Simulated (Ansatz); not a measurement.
Cell and atoms of amorphous Sn₁₂Sb₂₄Te₁₂:

```xyz
48
Lattice="11.3059 -0.8102 -0.4662 -0.8102 11.4012 -0.4659 -0.4662 -0.4659 11.1191" Properties=species:S:1:pos:R:3 pbc="T T T"
Sn     7.5391    -0.0507     2.1661
Sn     1.6183     1.9270     2.2573
Sn     7.6416     7.7810     3.4817
Sn     3.8353     6.8546     0.8575
Sn     6.0101     4.5000     9.0020
Sn    -0.1155     5.9418     9.3022
Sn     0.1635     4.2492     4.8715
Sn     3.0743     1.2485     8.8729
Sn     1.6133    10.1397     4.2439
Sn    10.8532    -0.8292     7.3507
Sn     9.9610    -0.4660     0.3364
Sn     4.0564     3.6710     5.4382
Sb     8.7663     2.7768     6.4691
Sb     2.2115     5.5177     2.9856
Sb     7.8146     3.8479     3.7579
Sb     3.0232     9.7136     7.8625
Sb     5.8562     9.9990     8.9392
Sb     8.4667     5.4998     7.5900
Sb     0.3890     2.9975     7.8812
Sb     9.2283     0.2143     4.7279
Sb     9.7078     5.3400     0.4202
Sb     5.9984     6.0696     5.5714
Sb     0.2087     3.3168    10.8060
Sb     2.9882     4.0483    10.1539
Sb     5.4193     0.9262    -0.0404
Sb     0.3004     7.6902     2.5795
Sb     3.3968     7.4340     4.8522
Sb     6.8716     5.5677     1.4299
Sb     6.3943     8.2548    -0.2287
Sb     4.4431    10.7071     5.3485
Sb     2.1453     5.3941     7.3016
Sb     5.7852     1.6798     3.8195
Sb     4.9032     9.1445     2.7776
Sb     2.8941    10.8598     1.4497
Sb     9.8897     2.5277     2.0247
Sb     4.6082     7.0496     8.0496
Te     1.8272     1.6912     5.2292
Te     9.9308     6.0771     4.4667
Te     1.7385     8.6381    -0.1029
Te     0.8947    -0.0897    10.5789
Te     4.3117     3.2263     1.7585
Te     5.5145     2.1117     7.4023
Te     7.6468     3.0667    -0.2262
Te     9.9181     9.7118     2.5799
Te     0.4432     8.9719     6.7059
Te     8.7059     7.6071    10.0165
Te     8.5876     0.7933     8.8552
Te     7.3428     9.4298     6.0448
```

Computed with PBE-D3(BJ), scalar-relativistic without spin-orbit coupling, PAW (Ansatz default set, large-core Te) (plane waves to 420 eV; Ansatz, a program for electronic structure).

A CHGNet melt-quench gave the starting glass, which DFT then relaxed. The hot cell started wider than the set density and was brought back towards it in steps. It is the lowest in DFT energy of 3 quenches. It is a model cell: composition and starting density were chosen by hand, and all elements were melted together. The geometry includes D3(BJ) dispersion. Its density started from a set value of 6.48 and ended at 6.87 g/cm³. The quench (nominally 79 K/ps over its main leg) was far faster than any real one, so the model tends to hold more defects than a real film. Values belong to this one cell and scatter from quench to quench. Volume and shape were free in the relaxation. Stress components on the final sampling reach 0.9 GPa. On a 2×2×2 Γ-centred mesh force components of up to 0.36 eV/Å stay, since the relaxation ran on one k-point at (1/4, 1/4, 1/4).

Bonds are counted up to Sn-Sn 3.34 Å, Sn-Sb 3.44 Å, Sn-Te 3.42 Å, Sb-Sb 3.34 Å, Sb-Te 3.40 Å, Te-Te 3.31 Å.

Task: Give the coordination numbers, mean bond lengths and angles.

Result: 
* **Mean coordination of Sn**: 5.83 (3 with 5, 8 with 6, 1 with 7)
* **Mean coordination of Sb**: 5.50 (2 with 4, 10 with 5, 11 with 6, 1 with 8)
* **Mean coordination of Te**: 4.67 (5 with 4, 6 with 5, 1 with 6)
* **Mean Sb-Sb bond**: 3.062 Å (spread 0.106 Å, 33 counted)
* **Mean Sn-Sb bond**: 3.159 Å (spread 0.125 Å, 41 counted)
* **Mean Sn-Te bond**: 3.050 Å (spread 0.093 Å, 27 counted)
* **Mean Sb-Te bond**: 3.123 Å (spread 0.130 Å, 25 counted)
* **Bond angle at Sn**: mean 103.5°, spread 31.1°
* **Bond angle at Sb**: mean 103.5°, spread 30.4°
* **Bond angle at Te**: mean 104.3°, spread 28.8°
